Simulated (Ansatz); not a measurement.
# Zn$_{3}$In$_{2}$O$_{6}$ (space group R3m, No. 160; a cell from a computed database, its experimental status unchecked)

```
CELL_PARAMETERS angstrom
      1.70451     0.98410    13.88389
     -1.70451     0.98410    13.88389
      0.00000    -1.96820    13.88389
ATOMIC_POSITIONS crystal
  Zn 0.26229 0.26229 0.26229
  Zn 0.73849 0.73849 0.73849
  Zn 0.13116 0.13116 0.13116
  In 0.00045 0.00045 0.00045
  In 0.86313 0.86313 0.86313
  O  0.91526 0.91526 0.91526
  O  0.08387 0.08387 0.08387
  O  0.19472 0.19472 0.19472
  O  0.81021 0.81021 0.81021
  O  0.30872 0.30872 0.30872
  O  0.69134 0.69134 0.69134
```

The values are results of Kohn–Sham DFT with the PBEsol functional, run in Ansatz (a first-principles code) with PAW and 420 eV plane waves, no SOC, not measurements. Γ-centred 9×9×9 mesh, Fermi–Dirac width 0.05 eV.

The volume per atom is 12.70 Å³, the density is 6.20 g/cm³ and the band gap comes out as 0.58 eV, direct at Γ. The electron mass comes out as 0.13 mₑ along c, 0.14 mₑ across and the lowest conduction-band minima above the VBM is Γ 0.58 eV. The total energy is -2205.401 eV/atom (σ→0; compares only within this code and set-up).

Masses are band curvatures over ±0.01 Å⁻¹ around the edge. No phonon test of stability was made.
